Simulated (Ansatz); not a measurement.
## Carrier properties of ZnO (P6_3mc)

Here is the system:

```xyz
4
Lattice="3.2691 0.0000 0.0000 -1.6346 2.8311 0.0000 0.0000 0.0000 5.0303" Properties=species:S:1:pos:R:3 pbc="T T T"
Zn     0.0000     1.8874    -0.0439
Zn     1.6346     0.9437     2.4712
O      0.0000     1.8874     1.9303
O      1.6346     0.9437     4.4454
```

Calculation: PBE with spin-orbit coupling, rigid bands (plane waves, PAW; Ansatz, a quantum-chemistry and plane-wave program). Condition of this run: uniaxial stress along c of 4.4 GPa (compression positive) (the target of the relaxation). How the cell was made: cell and atoms relaxed with PBEsol, then loaded as said.

```
Item                                                                                                                                                                 Result
---------------------------------------------------------------------------------------------------------------------------------------  ----------------------------------
band gap                                                                                                                                                            0.86 eV
electron conductivity mass (300 K, dilute)                                                                                               0.169 (x), 0.169 (y), 0.184 (z) mₑ
hole conductivity mass (300 K, dilute)                                                                                                       1.63 (x), 1.63 (y), 3.2 (z) mₑ
effective density of states N_c (300 K)                                                                                                                         1.7e18 cm⁻³
effective density of states N_v (300 K)                                                                                                                         6.9e19 cm⁻³
density-of-states mass, electrons                                                                                                                                  0.165 mₑ
density-of-states mass, holes                                                                                                                                       1.96 mₑ
Seebeck coefficient, n-type 1e19 cm⁻³, 300 K                                                                                                                      -102 μV/K
best n-type power factor at 300 K for τ = 10 fs (best axis; densities from 1e16 to 1e21 cm⁻³ tried, whether or not they can be reached)        1.55 μW/(cm·K²) at 1e19 cm⁻³
Seebeck coefficient, p-type 1e19 cm⁻³, 300 K                                                                                                                       426 μV/K
```

Rigid bands; masses and Seebeck coefficients take one relaxation time τ for all states and one kind of carrier; polarons and phonon drag are left out. Geometry: cell and atoms relaxed with PBEsol.
